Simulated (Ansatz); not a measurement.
A computed series for KTaO3: pressure series

The parent structure is KTaO₃ in the cubic perovskite structure (space group Pm-3m, No. 221; a = 3.985 Å).

Cell and atoms are relaxed at each pressure.

Computed with PBEsol/PAW in Ansatz (a first-principles code), no spin-orbit coupling.

Notes on the quantities. enthalpy: H = E + PV relative to the base's energy.

```csv
case,enthalpy,smallest direct gap,band gap
base,–,2.75 eV,2.14 eV
pressure −2 GPa,-0.16 eV/atom,___,___
pressure −1 GPa,-0.08 eV/atom,2.74 eV,2.12 eV
pressure 0.3 GPa,+0.02 eV/atom,2.75 eV,2.14 eV
pressure 0.7 GPa,+0.06 eV/atom,2.75 eV,2.14 eV
pressure 1.5 GPa,+0.12 eV/atom,2.76 eV,2.15 eV
pressure 3 GPa,+0.24 eV/atom,2.77 eV,2.17 eV
pressure 5 GPa,+0.39 eV/atom,2.78 eV,2.18 eV
pressure 7.5 GPa,+0.58 eV/atom,2.80 eV,2.21 eV
pressure 10 GPa,+0.77 eV/atom,2.81 eV,2.23 eV
```

### Question
Complete the table.

### Answer

- pressure −2 GPa, smallest direct gap: 2.73 eV
- pressure −2 GPa, band gap: 2.11 eV

Spin-orbit coupling, missing from the scalar runs, can matter with Ta. Load acts through the strain it causes; cell and atoms are relaxed under it. Whether these cells are dynamically stable was not tested. Competing high-pressure phases were not computed.
